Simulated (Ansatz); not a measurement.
**InAs, response to strain**

Base system: InAs in the zinc blende structure (space group F-43m, No. 216; a = 6.109 Å). Axes: x, y, z lie along the cube axes.

Strains are applied to the cell and any free atomic positions relax; under biaxial strain the out-of-plane vector relaxes too; under stress the whole cell relaxes.

Method: r2SCAN, PAW, 500 eV (Ansatz, an electronic-structure program; no spin-orbit coupling).

Notes on the quantities. energy relative to the base: free energy F.

| change | volume per atom | pressure | energy relative to the base |
|---|---|---|---|
| base | 28.50 Å³ | 0.00 GPa | 0 meV/atom |
| biaxial strain −0.20 %, plane normal [110], relaxed out of plane | 28.43 Å³ | 0.15 GPa | +0.1 meV/atom |
| isotropic strain +1.74 % | 30.02 Å³ | -2.6 GPa | +13 meV/atom |
| isotropic strain +2.79 % | 30.96 Å³ | -3.9 GPa | +32 meV/atom |
| isotropic strain +4.47 % | 32.50 Å³ | ? | ? |
| uniaxial strain ε_xx = +4.41 % | 29.76 Å³ | -2.3 GPa | +14 meV/atom |
| uniaxial strain ε_yy = −3.42 % | 27.53 Å³ | 2.13 GPa | +8.8 meV/atom |
| tensor shear ε_xz = +2.76 % | 28.48 Å³ | 0.0 GPa | +10 meV/atom |
| tensor shear ε_xz = −0.19 % | 28.50 Å³ | 0.00 GPa | 0.0 meV/atom |
| uniaxial stress, 8 GPa tension along z | 29.85 Å³ | – | +85 meV/atom |

Task: What belongs in the blanks?

Result: 
- isotropic strain +4.47 %, pressure: -5.5 GPa
- isotropic strain +4.47 %, energy relative to the base: +78 meV/atom

A case with no gap was solved on a k-mesh chosen for an insulator, which is coarse for it. Stability under load was not tested beyond the relaxation. The final runs are not spin-polarised.
